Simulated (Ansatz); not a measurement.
**A self-consistent single point of MoS2 (P6_3/mmc, 6 atoms in the cell) with Ansatz (a first-principles code)**

Computed with PBE (plane waves, PAW; Ansatz).

The input file:

Ansatz 0.2 input:
```yaml
crystal:
  lattice:
    - [3.21027600, 0.00000000, 0.00000000]
    - [-1.60513800, 2.78018100, 0.00000000]
    - [0.00000000, 0.00000000, 13.28118100]
  atoms:
    - { symbol: Mo, position: [0.00000000, 0.00000000, 0.25000000] }
    - { symbol: Mo, position: [0.00000000, 0.00000000, 0.75000000] }
    - { symbol: S, position: [0.33333300, 0.66666700, 0.36774000] }
    - { symbol: S, position: [0.66666700, 0.33333300, 0.63226000] }
    - { symbol: S, position: [0.66666700, 0.33333300, 0.86774000] }
    - { symbol: S, position: [0.33333300, 0.66666700, 0.13226000] }
basis:
  ecutwfc: 420.0 eV
kpoints:
  mp_grid: { grid: [6, 6, 2] }
hamiltonian:
  xc: pbe
  pseudopotentials: { kind: paw }
scf:
  occupations: { method: fixed }
output:
  forces: true
  eigenvalues: true
  stress: true
```

Log, with long lists cut:

```
WARN the atoms were moved onto the symmetric positions of the space group found under crystal.symmetry.tolerance 1.0e-5 (fractional …
WARN ansatz: RAYON_NUM_THREADS=1 ignored (pool sized by the plan → 1); use --threads N
Pseudopotentials: kind: paw
Pseudopotential: Mo, paw, valence charge 14
Pseudopotential: S, paw, valence charge 6
Crystal: 6 atoms, lattice volume = 118.537 Å³
Basis set: ecut = 420 eV, 2337 PW (Γ), exchange–correlation on 48×48×180 points (8 copies of the dense FFT grid, shifted against one another)
Bands: 32, of which v1, the nominal top of the filled ones, is band 26 counted from 1 (25 counted from 0)
Symmetry: 24 space group operations
Space group: P63/mmc (ITA 194), of the structure as read, at distance tolerance 4.9e-5 Å
k-points: 14 of 72
Initial density: superposition of atomic densities (neutral atoms: chi_scale 0, normalization atom), corrected by the library's trained network
Initial wavefunctions: pseudopotential atomic-orbital guess
Eigensolver: davidson
Functional: x = pbe(κ = 0.804, μ = 0.2195149727645171), c = pbe(β = 0.06672455060314922)
SCF iter   1: F=—  HF=-13525.583977 eV  |F-HF|=—  |Δ(HF+E_count)|=         —  Δρ=5.09e-3  dr2=1.18e-2  ethr=1.77e-3  ⟨swp⟩=5.1  Hψ=1642  notcnv=0  defer=41
all-band conjugate gradients solve this SCF's bands
preconditioner: auto → Resta (q_TF=auto, 2.378 Å⁻¹)
SCF iter   2: F=—  HF=-13525.593807 eV  |F-HF|=—  |Δ(HF+E_count)|=   9.83e-3  Δρ=2.92e-3  dr2=2.89e-3  ethr=2.26e-5  ⟨swp⟩=2.1  Hψ=848  notcnv=0  defer=54
SCF iter   3: F=—  HF=-13525.598073 eV  |F-HF|=—  |Δ(HF+E_count)|=   4.27e-3  Δρ=1.13e-3  dr2=1.29e-3  ethr=5.56e-6  ⟨swp⟩=2.0  Hψ=653  notcnv=0  defer=54
SCF iter   4: F=—  HF=-13525.598604 eV  |F-HF|=—  |Δ(HF+E_count)|=   5.31e-4  Δρ=1.33e-4  dr2=2.56e-5  ethr=2.48e-6  ⟨swp⟩=2.0  Hψ=645  notcnv=0  defer=54
SCF iter   5: F=—  HF=-13525.598666 eV  |F-HF|=—  |Δ(HF+E_count)|=   6.22e-5  Δρ=4.08e-5  dr2=6.94e-6  ethr=4.93e-8  ⟨swp⟩=2.0  Hψ=635  notcnv=0  defer=21
SCF iter   6: F=—  HF=-13525.598667 eV  |F-HF|=—  |Δ(HF+E_count)|=   5.52e-7  Δρ=2.03e-5  dr2=1.30e-6  ethr=1.33e-8  ⟨swp⟩=2.1  Hψ=574  notcnv=0  defer=21
SCF iter   7: F=-13525.598667 eV  HF=-13525.598667 eV  |F-HF|=2.64e-8  |Δ(HF+E_count)|=   5.23e-7  Δρ=3.18e-6  dr2=1.56e-8  ethr=1.92e-10  ⟨swp⟩=9.1  Hψ=2353  notcnv=0
SCF 1 converged in 7 iterations: F = -13525.598667 eV  dr2 = 1.56e-8
SCF converged after 7 iterations
Free energy (F): -13525.598667 eV
Harris-Foulkes:  -13525.598667 eV  (|F-HF|=2.64e-8)
Internal energy: -13525.598667 eV  (E = F + TS)
E sigma→0 (E₀):  -13525.598667 eV
Fermi energy:    9.177696 eV
--- Per-component energies (eV) ---
  E_band       = -390.247730
  E_kinetic    = 1307.433265
  E_local      = -4601.073550  (includes V_loc(G=0)·N_el)
  E_nonlocal   = 398.053624
  E_hartree    = 1809.667308
  E_xc         = -755.272510
  E_vxc        = -807.633382  (∫ρ·V_xc dr)
  E_paw        = -8802.793041  (= ΣΔE_a)
  E_vpaw       = -306.355470  (= ΣTr[D̂ρ^β])
  E_aug_tail   = 0.000090  (compensation charges beyond the density's cutoff)
  E_ewald      = -2881.613852
  E_smearing   = -0.000000  (= −TS)
  E_closure    = 0.000000  (closes the sum)
  Σ components = -13525.598667   (vs F -13525.598667, Δ=0.00e0)
--- Forces (eV/Å), atoms counted from 1 ---
  atom   1  Mo    -0.00000000    -0.00000000    -0.00000000
  atom   2  Mo     0.00000000     0.00000000     0.00000000
  atom   3  S     -0.00000000    -0.00000000    -0.20236171
  atom   4  S      0.00000000     0.00000000     0.20236171
  atom   5  S     -0.00000000     0.00000000    -0.20236171
  atom   6  S     -0.00000000    -0.00000000     0.20236171
  max |Σ_I F_I| component: 1.85e-17 eV/Å
--- Stress (GPa, compression-positive) ---
       -2.204077      -0.000000       0.000000
        0.000000      -2.204077      -0.000000
        0.000000      -0.000000      -0.924487
  P = ⅓ Tr σ = -1.7775 GPa (-17.775 kbar)
  The stress holds the Pulay correction. Without it, at fixed plane waves, as pw.x and ABINIT print it: P = -1.7933 GPa
--- Band table (eV; the first three rows and the last of 14) ---
  k-point 0: bands = ["-52.2067", "-52.2067", "-26.3259", "-26.3259", "-26.1437", "-26.1437", "-26.1436", "-26.1436", "-5.3452", "-5.2455", "-4.0996", "-3.9292", "2.9136", "3.4419", "6.0884", "6.0884", "6.0944", "6.0944", "6.3515", "7.1681", [...]
  k-point 1: bands = ["-52.2067", "-52.2067", "-26.3259", "-26.3259", "-26.1437", "-26.1437", "-26.1437", "-26.1437", "-5.2982", "-5.2982", "-4.0120", "-4.0120", "3.1530", "3.1530", "6.0914", "6.0914", "6.0914", "6.0914", "6.9308", "6.9308", [...]
  k-point 2: bands = ["-52.1984", "-52.1984", "-26.3091", "-26.3090", "-26.2298", "-26.2298", "-26.1634", "-26.1634", "-4.9657", "-4.8698", "-3.9336", "-3.7838", "3.3229", "3.8293", "5.3517", "5.3611", "5.5732", "6.0448", "6.4741", "6.4869", [...]
  k-point 13: bands = ["-52.1693", "-52.1693", "-26.3985", "-26.3985", "-26.3592", "-26.3592", "-26.2499", "-26.2499", "-3.2629", "-3.2629", "-3.1506", "-3.1506", "3.4058", "3.4058", "4.1922", "4.1922", "4.6973", "4.6973", "5.1609", "5.1609", [...]
```

The run converged in 7 iterations.

The starting cell comes from a database of computed structures (which also holds hypothetical and non-ambient phases and stackings), without a prior relaxation at this level. Its lattice was rescaled by a random factor within 2.5 % of one. Ansatz's pressure includes its estimate of the finite-basis (Pulay) stress.
